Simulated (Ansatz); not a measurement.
The reference is Sn in the diamond structure (space group Fd-3m, No. 227; relaxed with 0.1 eV smearing).

```xyz
2
Lattice="0.0000 3.2372 3.2372 3.2372 0.0000 3.2372 3.2372 3.2372 0.0000" Properties=species:S:1:pos:R:3 pbc="T T T"
Sn     0.0000     0.0000     0.0000
Sn     1.6186     1.6186     1.6186
```

Cartesian axes are those of the cell as printed.

All numbers come from Kohn–Sham DFT with the LDA functional, run in Ansatz (a program for electronic structure) with PAW and 420 eV plane waves, spin-orbit coupling left out.

The change: uniaxial strain ε_zz = +1.00 %, all other strain components held at zero, atoms relaxed at fixed cell.

Problem. Predict the stress tensor and what it implies for the stiffness.

Solution. Stress of the strained cell less that of the base (GPa, compression positive):
```
   -0.3     0.0     0.0
    0.0    -0.3     0.0
    0.0     0.0    -0.7
```

Then −Δσ_ii/ε with ε = 0.0100 gives relaxed-ion elastic constants: C33 ≈ 65 GPa, C13 ≈ 33 GPa and C23 ≈ 33 GPa.

Whether these cells are dynamically stable was not tested.
